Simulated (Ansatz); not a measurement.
The starting structures come from a database of crystals and need not be the phases stable at ambient conditions.

 Where the default PAW files enter, the runs use the earlier of Ansatz's two default sets.

Inside the gap of an insulator the Bloch states are evanescent, with a wavenumber k + iκ along the transport direction.

Given:

```xyz
5
Lattice="4.5210 0.0000 0.0000 0.0000 6.3936 0.0000 0.0000 3.1968 3.1968" Properties=species:S:1:pos:R:3 pbc="T T T"
Rb     0.0000     0.0000     0.0000
Ca     2.2605     3.1968     0.0000
H      2.2605     4.7952     1.5984
H      2.2605     1.5984     1.5984
H      0.0000     3.1968     0.0000
```

Space group of this cell: Pm-3m, cubic perovskite. The cell is taken as given.

Transport runs along the normal of the first two printed cell vectors, the (110) plane of the conventional cell.

The gap is the functional's own, uncorrected, and κ follows it; spin-orbit coupling is left out. Mid-gap values are interpolated between the computed energies.

Task: Compute, with r2SCAN run with Ansatz (a quantum-chemistry and plane-wave program), the band gap and the smallest decay constant κ at mid-gap.

Result: Gap 3.77 eV on a 10×10×10 mesh; κ = 0.336 1/Å, at the zone centre.
